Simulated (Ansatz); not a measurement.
Functionals compared on the (32-51) surface of hcp Be in its 1x1 cell, outermost plane spacing 0.07 Å in the ideal cut, in Ansatz (plane waves, PAW). The structure was relaxed with PBE; the other rows are single points on it. Cutoff 420 eV (500 eV for r2SCAN).

Model: 48-atom slab, 10.3 Å thick at the start (thin: gaps and levels are the slab's own), 8x6x1 mesh, Fermi-Dirac 0.1 eV, dipole correction, all atoms relaxed; symmetry of the start imposed; no spin, no spin-orbit, no U. These notes are the PBE run's.

```tsv
functional	work function of the top face (eV)	rough cost of the single point
PBE	4.40	–
LDA	4.58	very roughly 2.7 core-minutes
PBEsol	4.45	very roughly 2.6 core-minutes
RPBE	4.32	around 3 core-minutes (rough)
r2SCAN	[?]	around 6 core-minutes (rough)
```

Problem. Some entries are withheld; supply them.

Solution. 
- r2SCAN, work function of the top face (eV): 4.40

Ansatz is an electronic-structure program.
